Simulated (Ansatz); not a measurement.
The (10-12) face of hcp Zr can be cut between different planes. Symmetric, stoichiometric slabs relaxed in the 1x1 cell (24.6 Å²): top plane Zr, 1.27 Å over the next in the ideal cut; top plane Zr, 0.63 Å over the next in the ideal cut.

All values below come from PBE (plane waves to 420 eV, PAW; Ansatz, a program for electronic structure).

Question: Put the candidates in order of surface energy, lowest first, for PBE.

Answer: the cut with an outer spacing of 0.63 Å (1.69 J/m²), the cut with an outer spacing of 1.27 Å (1.76 J/m²)
